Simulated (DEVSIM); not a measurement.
abrupt Si n-p junction

Structure: abrupt Si n-p junction, at 250 K.

```csv
layer (left to right),material,thickness (μm),Nd (cm⁻³),Na (cm⁻³),τn (s),τp (s)
1,Si,0.660,1.9e16,-,4.6e-5,4.6e-5
2,Si,47.0,-,8.7e17,4.6e-5,4.6e-5
```

Left contact: ohmic. Right contact: ohmic. Voltage is applied to the left contact. Recombination: SRH at mid-gap, radiative. Mobility is constant in doping.

This is a model device: material constants are rounded textbook-type values typed into the input, and sizes, dopings and lifetimes were drawn at random. Values at 300 K; Nc and Nv go as T^1.5, mobilities as T to minus their exponent, the gap by Varshni's rule with the affinity fixed.

```tsv
parameter	Si
gap (eV)	1.124
affinity (eV)	4.05
permittivity	11.7
Nc (cm⁻³)	2.86e19
Nv (cm⁻³)	3.1e19
μn (cm²/Vs)	1417
μp (cm²/Vs)	470
T exponent of μn	2.3
T exponent of μp	2.2
B (cm³/s)	4.7e-15
Varshni α (eV/K)	0.000473
Varshni β (K)	636
```

Model (solved in DEVSIM): 1D drift-diffusion, Boltzmann statistics, complete ionisation; no tunnelling, impact ionisation, image-force lowering or self-heating.

The potential step across the device at zero bias comes out as 0.913 V, the largest field in the device at zero bias is 77000 V/cm and the dark forward voltage at 1 A/cm² comes out as 0.686 V. The dark forward voltage at 100 A/cm² is 0.794 V.

Small-signal capacitance in reverse bias (quasi-static):

```tsv
V (V)	C (nF/cm²)
0.2	38.1
0.5	33.6
1	28.7
1.5	25.5
2	23.2
```

Dark forward current:

(V (V), J (A/cm²)): (-0.05, -6.7e-13); (-0.10, -3.9e-12); (-0.20, -2.2e-10); (-0.25, -2.0e-9); (-0.35, -2.0e-7); (-0.40, -2.0e-6); (-0.50, -0.00020); (-0.55, -0.0019); (-0.65, -0.19); (-0.70, -1.9); (-0.80, -130); (-0.85, -480); (-0.95, -1800); (-1.00, -2600)
